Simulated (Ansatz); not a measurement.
The reference is Ru in the hcp (Mg type) structure (space group P6_3/mmc, No. 194; a = 2.6756 Å, c = 4.2237 Å; relaxed with 0.1 eV smearing). Axes: x lies along a and z along c of the hexagonal cell.

All numbers come from DFT with LDA, PAW potentials and a 420 eV plane-wave cutoff in Ansatz (an electronic-structure program), no SOC.

Strains are applied to the cell and any free atomic positions relax.

One change was made to it. Results:

| quantity | base | after |
|---|---|---|
| energy relative to the base (free energy F) | 0 meV/atom | +1.1 meV/atom |
| shortest interatomic distance | 4.945 bohr | 4.921 bohr |
| pressure (mean of the normal stresses, compression positive) | 0.0 GPa | 0.0 GPa |

### Question
Which of these changes matches the shifts?
A) tensor shear ε_xz = +0.57 %
B) tensor shear ε_xz = +2.00 %
C) tensor shear ε_xz = +0.86 %
D) tensor shear ε_xz = +1.43 %

### Answer
A, tensor shear ε_xz = +0.57 %. For comparison, the energy relative to the base in the other runs: tensor shear ε_xz = +2.00 % gives +14 meV/atom; tensor shear ε_xz = +0.86 % gives +2.6 meV/atom; tensor shear ε_xz = +1.43 % gives +7.1 meV/atom.

No phonon test of stability was made. All final runs are without spin polarisation.
